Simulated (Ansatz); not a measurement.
Mo3Ge, pressure series

Start from Mo3Ge in the A15 (Cr3Si type) structure (space group Pm-3n, No. 223; a = 4.908 Å; a cell from a computed database, its experimental status unchecked).

Cell and atoms are relaxed at each pressure.

The values are results of plane-wave PAW DFT at the PBEsol level (Ansatz, a first-principles code, 420 eV), no spin-orbit coupling, not measurements.

```
P (GPa)  V (Å³/atom)
-------  -----------
0.30          14.760
0.70          14.738
1.49          14.693
2.98          14.611
5.00          14.504
7.50          14.377
```

Question: Fit a third-order Birch–Murnaghan equation of state.

Answer: Least squares on P(V) = (3B₀/2)[(V₀/V)^(7/3) − (V₀/V)^(5/3)]·[1 + (3/4)(B₀′ − 4)((V₀/V)^(2/3) − 1)] gives V₀ = 14.78 Å³/atom, B₀ = 257 GPa and B₀′ = 4.4.

Load acts through the strain it causes; cell and atoms are relaxed under it. Stability against distortions was not tested. Competing high-pressure phases were not computed. All final runs are without spin polarisation.
